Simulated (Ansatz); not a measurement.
## SrTiO3, response to strain

Take SrTiO₃ in the cubic perovskite structure (space group Pm-3m, No. 221; a = 3.854 Å) as the base. Axes: x, y, z lie along the cube axes.

Strains are applied to the cell and any free atomic positions relax.

Calculations: LDA (Ansatz, a quantum-chemistry and plane-wave program), without spin-orbit coupling.

Notes on the quantities. energy relative to the base: free energy F.

```csv
case,band gap,smallest direct gap,volume per atom,energy relative to the base
base,1.85 eV,2.17 eV,11.45 Å³,0 meV/atom
uniaxial strain ε_zz = +0.60 %,1.83 eV,2.16 eV,11.52 Å³,+0.4 meV/atom
uniaxial strain ε_zz = +1.20 %,1.80 eV,2.15 eV,11.59 Å³,+1.9 meV/atom
uniaxial strain ε_zz = +1.80 %,1.78 eV,2.14 eV,11.66 Å³,+4.1 meV/atom
uniaxial strain ε_zz = +2.40 %,(withheld),(withheld),11.73 Å³,(withheld)
uniaxial strain ε_zz = +3.00 %,1.74 eV,2.12 eV,11.79 Å³,+11 meV/atom
```

What belongs in the blanks?


- uniaxial strain ε_zz = +2.40 %, band gap: 1.76 eV
- uniaxial strain ε_zz = +2.40 %, smallest direct gap: 2.13 eV
- uniaxial strain ε_zz = +2.40 %, energy relative to the base: +7.2 meV/atom

Whether these cells are dynamically stable was not tested. All final runs are without spin polarisation. Many cubic perovskites are stable only at high temperature; tilts and polar distortions were not tested.
